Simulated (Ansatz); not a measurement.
The starting structures come from a database of crystals and need not be the phases stable at ambient conditions.

## Evanescent states of CaHClO (P6_3mc, not sure to be the ambient phase, 8 atoms a cell, 15.9 Å³ an atom) along the normal of (110)

These are r2SCAN (plane waves, PAW; Ansatz, a program for electronic structure) values and carry that method's errors.

The gap is the functional's own. No spin-orbit coupling. Mid-gap values are interpolated on the energy grid.

Energies count from the valence-band top; κ is the least over a 6×4 mesh across the current.

```tsv
E (eV)	κ (1/Å)	where
0.14	0.144	Γ
0.42	0.234	Γ
0.70	0.287	Γ
0.98	0.324	Γ
1.26	0.350	Γ
1.54	(withheld)	Γ
1.82	(withheld)	Γ
2.10	(withheld)	Γ
2.38	(withheld)	Γ
2.66	(withheld)	Γ
2.94	(withheld)	Γ
3.22	(withheld)	Γ
3.50	(withheld)	Γ
3.78	(withheld)	Γ
4.06	(withheld)	Γ
4.34	(withheld)	Γ
4.62	(withheld)	Γ
4.90	0.319	Γ
5.18	0.289	Γ
5.46	0.250	Γ
5.74	0.195	Γ
6.02	0.102	Γ
```

Q: Complete the blanks.

A: 
- 1.54, κ (1/Å): 0.370
- 1.82, κ (1/Å): 0.385
- 2.10, κ (1/Å): 0.395
- 2.38, κ (1/Å): 0.402
- 2.66, κ (1/Å): 0.406
- 2.94, κ (1/Å): 0.406
- 3.22, κ (1/Å): 0.403
- 3.50, κ (1/Å): 0.398
- 3.78, κ (1/Å): 0.389
- 4.06, κ (1/Å): 0.378
- 4.34, κ (1/Å): 0.363
- 4.62, κ (1/Å): 0.344
